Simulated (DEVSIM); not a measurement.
Structure: Schottky contact on n-type β-Ga2O3, at 300 K.

```csv
layer (left to right),material,thickness (μm),Nd (cm⁻³),τn (s),τp (s)
1,β-Ga2O3,19.0,9.8e15,8.3e-10,8.3e-10
2,β-Ga2O3,15.0,5.7e17,8.3e-10,8.3e-10
```

Left contact: Schottky, work function 5.72 eV, emission velocity 8.2e6 cm/s. Right contact: ohmic. Voltage is applied to the left contact. Recombination: SRH at mid-gap, radiative, Auger. Mobility is μmin + (μ − μmin)/(1 + (N/Nref)^α).

The device is made up for the run: typed textbook-type constants, with dimensions and the other settings drawn at random. Values at 300 K.

| parameter | β-Ga2O3 |
|---|---|
| gap (eV) | 4.8 |
| affinity (eV) | 4 |
| permittivity | 10 |
| Nc (cm⁻³) | 3.7e18 |
| Nv (cm⁻³) | 5e20 |
| μn (cm²/Vs) | 160 |
| μp (cm²/Vs) | 1 |
| μn,min | 20 |
| μp,min | 0.1 |
| Nref,n | 1e18 |
| Nref,p | 1e18 |
| αn | 0.8 |
| αp | 0.8 |
| B (cm³/s) | 1e-12 |
| Cn (cm⁶/s) | 1e-31 |
| Cp (cm⁶/s) | 1e-31 |

Simulated with DEVSIM: 1D drift-diffusion, Boltzmann statistics, complete ionisation; no tunnelling, impact ionisation, image-force lowering or self-heating. Metal contacts follow the ideal Schottky-Mott rule: no Fermi-level pinning, no interface dipoles.

Q: Tabulate band edges, carrier densities and field at 1.15 V on the left contact.

A: Energies count from the Fermi level of the right contact; mesh points crowd at the junctions.

| x (μm) | Ec (eV) | Ev (eV) | n (cm⁻³) | p (cm⁻³) | field (V/cm) |
|---|---|---|---|---|---|
| 0.000 | 0.570 | -4.230 | 4.0e8 | < 1e2 | -37000 |
| 0.04253 | 0.428 | -4.372 | 2.4e11 | < 1e2 | -30000 |
| 0.1602 | 0.200 | -4.600 | 1.6e15 | < 1e2 | -9400 |
| 0.4859 | 0.153 | -4.647 | 9.8e15 | < 1e2 | ≈ 0 |
| 2.012 | 0.153 | -4.647 | 9.8e15 | < 1e2 | ≈ 0 |
| 5.611 | 0.153 | -4.647 | 9.8e15 | < 1e2 | ≈ 0 |
| 13.18 | 0.153 | -4.647 | 9.8e15 | < 1e2 | ≈ 0 |
| 17.56 | 0.153 | -4.647 | 9.8e15 | < 1e2 | ≈ 0 |
| 18.50 | 0.153 | -4.647 | 9.8e15 | < 1e2 | ≈ 0 |
| 18.83 | 0.153 | -4.647 | 1.0e16 | < 1e2 | -160 |
| 18.95 | 0.137 | -4.663 | 1.9e16 | < 1e2 | -5000 |
| 19.01 | 0.052 | -4.748 | 4.9e17 | < 1e2 | -7700 |
| 19.07 | 0.048 | -4.752 | 5.7e17 | < 1e2 | ≈ 0 |
| 19.23 | 0.048 | -4.752 | 5.7e17 | < 1e2 | ≈ 0 |
| 19.95 | 0.048 | -4.752 | 5.7e17 | < 1e2 | ≈ 0 |
| 21.68 | 0.048 | -4.752 | 5.7e17 | < 1e2 | ≈ 0 |
| 26.50 | 0.048 | -4.752 | 5.7e17 | < 1e2 | ≈ 0 |
| 31.30 | 0.048 | -4.752 | 5.7e17 | < 1e2 | ≈ 0 |
| 33.31 | 0.048 | -4.752 | 5.7e17 | < 1e2 | ≈ 0 |
| 33.77 | 0.048 | -4.752 | 5.7e17 | < 1e2 | ≈ 0 |
| 33.93 | 0.048 | -4.752 | 5.7e17 | < 1e2 | ≈ 0 |
| 34.00 | 0.048 | -4.752 | 5.7e17 | < 1e2 | ≈ 0 |
